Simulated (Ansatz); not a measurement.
The starting structures come from a database of crystals and need not be the phases stable at ambient conditions.

 Where the default PAW files enter, the runs use the earlier of Ansatz's two default sets.

Tunnelling through a barrier is set by its complex band structure: the current falls as exp(−2κd) with the smallest κ.

Input:

```
MoSe2
1.0
    5.68533     0.00000     0.00000
    1.89511     6.33091     0.00000
    2.84267     0.00000     1.64121
Mo Se
1 2
Direct
  0.33318   0.00046   0.00000
  0.57861   0.26418   0.00000
  0.75454   0.73637   0.00000
```

Space group of this cell: R3m. The cell was relaxed by PBE-D3(BJ); by PBEsol its mean pressure is -1.0 GPa.

Transport runs along the normal of the first two printed cell vectors, the (110) plane of the conventional cell.

The gap is the functional's own. No spin-orbit coupling. Mid-gap values are interpolated on the energy grid.

### Question
Give the band gap and the smallest decay constant κ at mid-gap that PBEsol (Ansatz, a program for electronic structure) yields.

### Answer
Gap 0.74 eV on a 18×18×18 mesh; κ = 0.194 1/Å, at the zone centre.
